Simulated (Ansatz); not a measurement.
Crystal: CdS (F-43m, zinc blende, 2 atoms a cell, 25.5 Å³ an atom); both levels run on this one cell.

Complex bands along the normal of (111) by Ansatz (plane waves, PAW, no spin-orbit coupling). r2SCAN gives a gap of 1.53 eV and a slowest mid-gap decay of 0.119 1/Å.

Problem. What does PBE give on the same cell, and what does that do to the current through 2 nm?

Solution. Gap 1.09 eV, κ = 0.090 1/Å. The mid-gap transmission through 2 nm changes by exp(2 × 20 × (0.119 − 0.090)) = a factor of 3.2 against r2SCAN.

Ansatz is a first-principles code.
